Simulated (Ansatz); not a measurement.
The starting structures come from a database of crystals and need not be the phases stable at ambient conditions.

 Where the default PAW files enter, the runs use the earlier of Ansatz's two default sets.

Inside the gap of an insulator the Bloch states are evanescent, with a wavenumber k + iκ along the transport direction.

Here is the system:

```
Li9NS3
1.0
    5.45578     0.00000     0.00000
    0.00000     7.71564     0.00000
    0.00000     3.85782     3.85782
Li S N
9 3 1
Direct
  0.21686   0.21686   0.00000
  0.78314   0.78314   0.00000
  0.21686   0.21686   0.56628
  0.78314   0.78314   0.43372
  0.21686   0.78314   0.00000
  0.78314   0.21686   0.00000
  0.21686   0.78314   0.43372
  0.78314   0.21686   0.56628
  0.50000   0.50000   0.00000
  0.00000   0.50000   0.00000
  0.50000   0.00000   0.50000
  0.50000   0.50000   0.50000
  0.00000   0.00000   0.00000
```

Space group of this cell: Pm-3m. The cell is taken as given.

Transport runs along the normal of the first two printed cell vectors, the (110) plane of the conventional cell.

The gap is the functional's own, uncorrected, and κ follows it; spin-orbit coupling is left out. Mid-gap values are interpolated between the computed energies.

### Question
Compute, with PBEsol run with Ansatz (a program for electronic structure), the band gap and the smallest decay constant κ at mid-gap.

### Answer
Gap 2.37 eV on a 8×8×8 mesh; κ = 0.265 1/Å, at the zone centre.
